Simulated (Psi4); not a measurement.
Psi4 1.11, unrestricted BP86/def2-svpd: Cu(OH)(fmdH) ([OH][Cu]1[NH]C=[NH]->1), charge 0, multiplicity 2, 9 atoms. The geometry is a generated start, not checked to be a minimum at this level.

| Property | Result |
|---|---|
| task | energy |
| method | bp86 |
| basis | def2-svpd |
| memory | 3 GB |
| maxiter | 100 |
| keys of the molecule block | symmetry c1 |
| scf_type | df (default) |
| e_convergence | 1e-06 (default) |
| d_convergence | 1e-06 (default) |
| dft_radial_points | 75 (default) |
| dft_spherical_points | 302 (default) |
| basis functions | 149 |
| grid points | 194806 |

```xyz
9

Cu     0.2497     0.9781     0.0521
O      0.7753     2.6067     0.0977
H      0.9590     3.0085    -0.7540
C     -0.3803    -1.2726     0.1039
N      0.8537    -0.8482     0.0457
N     -1.2099    -0.2635     0.0744
H     -0.6745    -2.3186     0.1597
H      1.6309    -1.4874     0.0717
H     -2.2041    -0.4029     0.1486
```

Charge 0 and multiplicity 2 are set for this test and not shown to be the ground state.

With the defaults (diis = true, scf_initial_accelerator = adiis, damping_percentage = 0, guess = auto, which took SAD, diis_max_vecs = 10, diis_start = 1, soscf = false, soscf_start_convergence = 0.01) it converges in 17 SCF iterations. One run each on 2 threads, with these changes:
- diis_max_vecs = 6
- scf_initial_accelerator = none
- guess = sapgau
- diis_start = 4
- guess = gwh
- soscf = true
- soscf = true, soscf_start_convergence = 0.001
- guess = core
- diis = false, scf_initial_accelerator = none, damping_percentage = 60

Problem. Name the settings that don't reach the solution of the defaults.

Solution. No convergence: diis = false, scf_initial_accelerator = none, damping_percentage = 60 (the run ends without SCF convergence in 100 iterations). The rest reach the solution of the defaults.

| setting | SCF iterations | JK calls | end |
|---|---|---|---|
| guess = sapgau | 14 | 14 | same solution |
| soscf = true, soscf_start_convergence = 0.001 | 14 | 30 | same solution |
| soscf = true | 14 | 45 | same solution |
| scf_initial_accelerator = none | 16 | 17 | same solution |
| the defaults | 17 | 18 | same solution |
| guess = gwh | 19 | 19 | same solution |
| diis_max_vecs = 6 | 20 | 21 | same solution |
| diis_start = 4 | 20 | 21 | same solution |
| guess = core | 21 | 21 | same solution |
| diis = false, scf_initial_accelerator = none, damping_percentage = 60 | 100 | 101 | no convergence |

An SOSCF iteration holds several JK calls; a Hückel guess adds calls on atoms. 2 further runs of the study ended by our limits or in an error and are left out.
